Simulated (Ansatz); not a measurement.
Si under load (space group Fd-3m), r2SCAN with spin-orbit coupling, rigid bands (Ansatz, a first-principles code). Condition of this run: hydrostatic pressure of -1.8 GPa (compression positive) (the target of the relaxation). Band gap 0.78 eV, N_c = 2.95e19 cm⁻³ and N_v = 2.05e19 cm⁻³ at 300 K, conductivity masses of 0.283 mₑ (electrons) and 0.350 mₑ (holes). Take k_BT = 0.02585 eV.

**Question.** What built-in voltage has an abrupt junction with N_A = 1e16 and N_D = 1e17 cm⁻³, all dopants ionised?

**Answer.** V_bi = E_g/e − (k_BT/e) ln(N_c N_v/(N_A N_D)) = 0.78 − 0.02585 × 13.31 = 0.44 V, for the computed gap.

**Question.** Find the intrinsic carrier density and the intrinsic Fermi level.

**Answer.** n_i = √(N_c N_v) exp(−E_g/2k_BT) = 2.46e19 × exp(−15.09) = 6.9e12 cm⁻³. The level lies (k_BT/2) ln(N_v/N_c) = -5 meV from mid-gap (positive towards the conduction band). Each 0.1 eV added to the gap lowers n_i by a factor of 6.9.

**Question.** What thermal injection velocity √(2k_BT/πm) limits a ballistic channel?

**Answer.** 1.01e7 cm/s for electrons and 9.09e6 cm/s for holes, a ratio of √(m_h/m_e) = 1.11, for dilute carriers.

Rigid bands with the computed gap; masses take one relaxation time for all states. Geometry: cell and atoms relaxed with PBEsol.
